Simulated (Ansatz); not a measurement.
Take PbF₂ in the fluorite structure (space group Fm-3m, No. 225) as the base.

```xyz
3
Lattice="0.0000 2.9493 2.9493 2.9493 0.0000 2.9493 2.9493 2.9493 0.0000" Properties=species:S:1:pos:R:3 pbc="T T T"
Pb     0.0000     0.0000     0.0000
F      1.4747     1.4747     1.4747
F      4.4240     4.4240     4.4240
```

Level of theory: Ansatz (a first-principles code), PBEsol, PAW, cutoff 420 eV, spin-orbit coupling left out.

For the base:

The pressure is -0.01 GPa. The valley order comes out as X along ⟨100⟩ 4.31 eV; L along ⟨111⟩ 4.93 eV; a point along ⟨110⟩, about 0.6 Å⁻¹ from Γ 5.30 eV.

Modification: every lattice vector is stretched by 0.50 %; the atoms relax in the strained cell.

Estimate the effect on the energy relative to the base.

The energy goes up by 0.9 meV/atom.

What happens to the pressure?

The pressure drops by 1.10 GPa to -1.11 GPa.

What does the calculation give for the valley order after the change?

The valley order (the lowest conduction-band minima on the path, energy above the VBM, named in the base's zone) becomes X along ⟨100⟩ 4.31 eV; L along ⟨111⟩ 4.94 eV; a point along ⟨110⟩, about 0.6 Å⁻¹ from Γ 5.31 eV (base: X along ⟨100⟩ 4.31 eV; L along ⟨111⟩ 4.93 eV; a point along ⟨110⟩, about 0.6 Å⁻¹ from Γ 5.30 eV).

Spin-orbit coupling, missing from the scalar runs, can matter with Pb. The levels and masses belong to the bands next to the band gap. No phonon test of stability was made.
